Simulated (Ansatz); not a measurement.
Worked example: self-consistent single point of TaN (P31m, 6 atoms in the cell) in Ansatz (an electronic-structure program).

Level of theory: PBEsol, default PAW files made with PBE (plane waves; Ansatz).

```
TaN
1.0
    5.23454     0.00000     0.00000
   -2.61727     4.53325     0.00000
    0.00000     0.00000     2.92932
Ta N
3 3
Direct
  0.00000   0.00000   0.01707
  0.33333   0.66667   0.50000
  0.66667   0.33333   0.50000
  0.39239   0.00000   0.00000
  0.60761   0.60761   0.00000
  0.00000   0.39239   0.00000
```

Reference input (self-consistent single point, DFT, PBEsol, plane waves, default PAW files made with PBE): basis.ecutwfc = 420 eV; kpoints.mp_grid.grid = 5 5 8; hamiltonian.xc = pbesol; hamiltonian.pseudopotentials = {kind: paw} (the program's default PAW files); scf.occupations.method = fermi_dirac; scf.occupations.width = 0.1 eV. This run's input differs from it in these lines:

Ansatz 0.2 input:
```diff
@@ -13,3 +13,3 @@
 basis:
-  ecutwfc: 420.0
+  ecutwfc: 1010.0
 kpoints:
```

Log, with long lists cut:

```
SCF iter   1: F=—  HF=-30562.946646 eV  |F-HF|=—  |Δ(HF+E_count)|=         —  Δρ=1.15e-2  dr2=8.76e-2  ethr=1.77e-3  ⟨swp⟩=5.6  Hψ=4218  notcnv=0
all-band conjugate gradients solve this SCF's bands
preconditioner: auto → Resta (q_TF=auto, 2.616 Å⁻¹)
SCF iter   2: F=—  HF=-30562.930447 eV  |F-HF|=—  |Δ(HF+E_count)|=   1.62e-2  Δρ=4.39e-3  dr2=8.57e-3  ethr=1.62e-4  ⟨swp⟩=2.0  Hψ=1602  notcnv=0
   [... lines left out ...]
SCF iter   4: F=—  HF=-30562.929125 eV  |F-HF|=—  |Δ(HF+E_count)|=   3.74e-4  Δρ=3.20e-4  dr2=5.30e-5  ethr=4.77e-6  ⟨swp⟩=2.0  Hψ=1473  notcnv=0
SCF iter   5: F=—  HF=-30562.929253 eV  |F-HF|=—  |Δ(HF+E_count)|=   1.28e-4  Δρ=1.07e-4  dr2=1.53e-5  ethr=9.81e-8  ⟨swp⟩=2.0  Hψ=1503  notcnv=0
SCF iter   6: F=—  HF=-30562.929251 eV  |F-HF|=—  |Δ(HF+E_count)|=   2.60e-6  Δρ=2.13e-5  dr2=1.71e-7  ethr=2.84e-8  ⟨swp⟩=2.0  Hψ=1358  notcnv=0
SCF iter   7: F=-30562.929251 eV  HF=-30562.929251 eV  |F-HF|=1.57e-9  |Δ(HF+E_count)|=   2.84e-8  Δρ=2.94e-6  dr2=4.09e-9  ethr=1.85e-10  ⟨swp⟩=6.4  Hψ=4200  notcnv=0
SCF 1 converged in 7 iterations: F = -30562.929251 eV  dr2 = 4.09e-9
Free energy (F): -30562.929251 eV
Internal energy: -30562.902310 eV  (E = F + TS)
E sigma→0 (E₀):  -30562.915781 eV
Entropy (-TS):   -0.026940 eV (-4.490 meV/atom)
Fermi energy:    19.207354 eV
--- Forces (eV/Å), atoms counted from 1 ---
  atom   1  Ta     0.00000000     0.00000000    -0.56670059
  atom   2  Ta    -0.00000000    -0.00000000     0.04015332
  atom   3  Ta    -0.00000000     0.00000000     0.04015332
  atom   4  N     -0.06227925    -0.00000000     0.16213068
  atom   5  N      0.03113962     0.05393541     0.16213068
  atom   6  N      0.03113962    -0.05393541     0.16213068
--- Stress (GPa, compression-positive) ---
       -9.509122       0.000000       0.000000
        0.000000      -9.509122       0.000000
        0.000000       0.000000     -11.232052
  P = ⅓ Tr σ = -10.0834 GPa (-100.834 kbar)
  The stress holds the Pulay correction. Without it, at fixed plane waves, as pw.x and ABINIT print it: P = -10.0869 GPa
```

The run converged in 7 iterations. Against the reference run the free energy falls by 3.1 meV/atom, the pressure moves little (-10.07 to -10.08 GPa) and the largest force stays at 0.567 eV/Å.

The starting cell comes from a database of computed structures (which also holds hypothetical and non-ambient phases and stackings), without a prior relaxation at this level. Its lattice was rescaled by up to half a per cent. One atom was moved a little off its site on purpose. Spin polarisation is off. Ansatz's pressure includes its estimate of the finite-basis (Pulay) stress.
